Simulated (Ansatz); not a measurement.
# Mg2Si (space group Fm-3m, No. 225)

```cif
data_Mg8Si4
_chemical_formula_sum 'Si4 Mg8'
_space_group_name_H-M_alt 'Fm-3m'
_space_group_IT_number 225
_space_group_name_Hall '-F 4 2 3'
_cell_length_a 6.36442
_cell_length_b 6.36442
_cell_length_c 6.36442
_cell_angle_alpha 90.000
_cell_angle_beta 90.000
_cell_angle_gamma 90.000
loop_
_atom_site_label
_atom_site_type_symbol
_atom_site_symmetry_multiplicity
_atom_site_Wyckoff_symbol
_atom_site_fract_x
_atom_site_fract_y
_atom_site_fract_z
_atom_site_occupancy
Si1 Si 4 a 0.00000 0.00000 0.00000 1
Mg1 Mg 8 c 0.25000 0.25000 0.25000 1
```
(The calculation used a cell of 3 atoms; values per cell refer to that cell.)

Level of theory: Ansatz (a quantum-chemistry and plane-wave program) PBE, without spin-orbit coupling, earlier PAW set. k-mesh 9×9×9 (Γ-centred); smearing 0.05 eV (Fermi–Dirac).

| Quantity | Value |
|---|---|
| Volume per atom | 21.48 Å³ |
| Density | 1.98 g/cm³ |
| Band gap | 0.22 eV, indirect, Γ → X |
| Electron mass | 0.58 mₑ along k, 0.19 mₑ across |
| Hole mass (degenerate bands, along [100]) | 0.14, 0.35, 0.35 mₑ |
| Lowest conduction-band minima above the VBM | X along ⟨100⟩ 0.22 eV; L along ⟨111⟩ 1.24 eV |
| Total energy | -1494.631 eV/atom (σ→0; compares only within this code and set-up) |

Effective masses come from finite differences of ±0.01 Å⁻¹. Along k means along the line from Γ to the band edge. Stability against distortions was not tested. A zero or small gap of Mg2Si can be the functional's error rather than a property of the material.
